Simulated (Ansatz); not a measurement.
The starting structures come from a database of crystals and need not be the phases stable at ambient conditions.

Tunnelling through a barrier is set by its complex band structure: the current falls as exp(−2κd) with the smallest κ.

Given:

```yaml
crystal:
  lattice:
    - [4.37907, 0.00000, 0.00000]
    - [2.18953, 9.72767, 0.00000]
    - [0.00000, 0.00000, 13.42813]
  atoms:
    - { symbol: Ba, position: [0.38680, 0.22640, 0.14590] }
    - { symbol: Ba, position: [0.61320, 0.77360, 0.64590] }
    - { symbol: Ba, position: [0.62810, 0.74380, 0.01980] }
    - { symbol: Ba, position: [0.37190, 0.25620, 0.51980] }
    - { symbol: In, position: [0.94080, 0.11840, 0.88830] }
    - { symbol: In, position: [0.05920, 0.88160, 0.38830] }
    - { symbol: Bi, position: [0.28270, 0.43460, 0.80900] }
    - { symbol: Bi, position: [0.71730, 0.56540, 0.30900] }
    - { symbol: Se, position: [0.78350, 0.43300, 0.66360] }
    - { symbol: Se, position: [0.21650, 0.56700, 0.16360] }
    - { symbol: Se, position: [0.00340, 0.99320, 0.05750] }
    - { symbol: Se, position: [0.99660, 0.00680, 0.55750] }
    - { symbol: Se, position: [0.45410, 0.09180, 0.77610] }
    - { symbol: Se, position: [0.54590, 0.90820, 0.27610] }
    - { symbol: Se, position: [0.14180, 0.71640, 0.83020] }
    - { symbol: Se, position: [0.85820, 0.28360, 0.33020] }
    - { symbol: Se, position: [0.81250, 0.37500, 0.96410] }
    - { symbol: Se, position: [0.18750, 0.62500, 0.46410] }
```

Space group of this cell: Cmc2_1. The cell is taken as given; by r2SCAN its mean pressure is -1.2 GPa.

Transport runs along the normal of the first two printed cell vectors.

The gap is the functional's own. No spin-orbit coupling. Mid-gap values are interpolated on the energy grid.

**Question.** State the band gap and the smallest decay constant κ at mid-gap according to r2SCAN in Ansatz (an electronic-structure program).

**Answer.** Gap 1.38 eV on a 8×8×4 mesh; κ = 0.162 1/Å, at the zone centre.
